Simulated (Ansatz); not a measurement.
Take TiAl (space group P4/mmm, No. 123) as the base.

```
TiAl
1.0
    2.81292     0.00000     0.00000
    0.00000     2.81292     0.00000
    0.00000     0.00000     4.05841
Al Ti
1 1
Direct
  0.50000   0.50000   0.50000
  0.00000   0.00000   0.00000
```

Cartesian axes are those of the cell as printed.

Calculations: r2SCAN (Ansatz, a first-principles code; PAW; 500 eV plane waves; no SOC).

Base values:

| Item | Value |
|---|---|
| Pressure | 0.0 GPa |

Perturbation: the symmetric strain tensor [0.0141 0.0071 -0.0146; 0.0071 -0.0064 -0.0049; -0.0146 -0.0049 -0.0086], atoms relaxed at fixed cell.

Q: How does this affect the pressure?

A: The pressure (mean of the normal stresses, compression positive) goes from zero to 0.3 GPa.

Q: Estimate the effect on the energy relative to the base.

A: The energy goes up by 8.5 meV/atom.

Without a gap, meshes like the base's 16×16×12 leave anisotropic stresses uncertain by several tenths of a GPa, and small strain energies with them. Whether these cells are dynamically stable was not tested. The final runs are not spin-polarised.
